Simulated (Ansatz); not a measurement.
The starting structures come from a database of crystals and need not be the phases stable at ambient conditions.

By LDA and PBEsol, the system below comes out a metal.

Data:

```yaml
crystal:
  lattice:
    - [3.12240, 0.00000, 0.00000]
    - [0.00000, 4.34752, 0.00000]
    - [0.03892, 0.00000, 4.40585]
  atoms:
    - { symbol: Sb, position: [0.01139, 0.25000, 0.75883] }
    - { symbol: Sb, position: [0.98861, 0.75000, 0.24117] }
```

Space group of this cell: P2_1/m. The cell is taken as given; by PBEsol its mean pressure is -2.2 GPa.

The current runs along the normal of the first two printed vectors. All runs by Ansatz (a program for electronic structure), plane waves and PAW, without spin-orbit coupling; the base is PBEsol.

| run | mean pressure (GPa) | G/A, both spins (10¹⁵ S/m²) |
|---|---|---|
| base | -2.2 | 1.00 |
| all lengths scaled by 0.98 | 1.4 | ? |
| all lengths scaled by 1.02 | -4.9 | 0.97 |
| lda in place of pbesol | -3.3 | 1.01 |
| lengths across the current scaled by 0.98, ions clamped | 0.1 | ? |
| lengths across the current scaled by 1.02, ions clamped | -4.0 | ? |
| lengths along the current scaled by 0.97, ions clamped | -0.5 | 0.98 |
| lengths along the current scaled by 1.03, ions clamped | -3.7 | 1.00 |

### Question
Some entries are withheld; supply them.

### Answer

- all lengths scaled by 0.98, G/A, both spins (10¹⁵ S/m²): 1.03
- lengths across the current scaled by 0.98, ions clamped, G/A, both spins (10¹⁵ S/m²): 1.03
- lengths across the current scaled by 1.02, ions clamped, G/A, both spins (10¹⁵ S/m²): 0.96
